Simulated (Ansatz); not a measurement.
The starting structures come from a database of crystals and need not be the phases stable at ambient conditions.

 Where the default PAW files enter, the runs use the earlier of Ansatz's two default sets.

# Evanescent states of CaCl2 (P4_2/mnm, rutile, not sure to be the ambient phase, 6 atoms a cell, 28.6 Å³ an atom) along the normal of (110)

Level of theory: r2SCAN (plane waves, PAW; Ansatz, a first-principles code).

The gap is the functional's own, uncorrected, and κ follows it; spin-orbit coupling is left out. Mid-gap values are interpolated between the computed energies.

Energies count from the valence-band top; κ is the least over a 8×4 mesh across the current.

```json
[
 {"E (eV)": "0.14", "κ (1/Å)": "0.222", "where": "Γ"},
 {"E (eV)": "0.41", "κ (1/Å)": "0.271", "where": "Γ"},
 {"E (eV)": "0.68", "κ (1/Å)": "0.304", "where": "Γ"},
 {"E (eV)": "0.94", "κ (1/Å)": "0.328", "where": "Γ"},
 {"E (eV)": "1.22", "κ (1/Å)": "0.346", "where": "Γ"},
 {"E (eV)": "1.49", "κ (1/Å)": "0.359", "where": "Γ"},
 {"E (eV)": "1.75", "κ (1/Å)": "0.369", "where": "Γ"},
 {"E (eV)": "2.02", "κ (1/Å)": "0.376", "where": "Γ"},
 {"E (eV)": "2.29", "κ (1/Å)": "0.380", "where": "Γ"},
 {"E (eV)": "2.56", "κ (1/Å)": "0.382", "where": "Γ"},
 {"E (eV)": "2.83", "κ (1/Å)": "0.382", "where": "Γ"},
 {"E (eV)": "3.10", "κ (1/Å)": "0.379", "where": "Γ"},
 {"E (eV)": "3.38", "κ (1/Å)": "0.375", "where": "Γ"},
 {"E (eV)": "3.65", "κ (1/Å)": "0.369", "where": "Γ"},
 {"E (eV)": "3.92", "κ (1/Å)": "0.361", "where": "Γ"},
 {"E (eV)": "4.18", "κ (1/Å)": "0.350", "where": "Γ"},
 {"E (eV)": "4.46", "κ (1/Å)": "0.337", "where": "Γ"},
 {"E (eV)": "4.72", "κ (1/Å)": "0.321", "where": "Γ"},
 {"E (eV)": "5.00", "κ (1/Å)": "0.302", "where": "Γ"},
 {"E (eV)": "5.26", "κ (1/Å)": "0.277", "where": "Γ"},
 {"E (eV)": "5.54", "κ (1/Å)": "0.243", "where": "Γ"},
 {"E (eV)": "5.80", "κ (1/Å)": "0.168", "where": "Γ"}
]
```

Problem. How thick must the barrier be to attenuate the transmission by 10^8 when the electrodes' Fermi level lies at 2.83 eV, and what attenuation does that film give at 1.22 eV?

Solution. d = 8 ln 10 / (2 × 0.382) = 24.1 Å. At 1.22 eV it gives 8 × 0.346/0.382 = 7.2 decades.
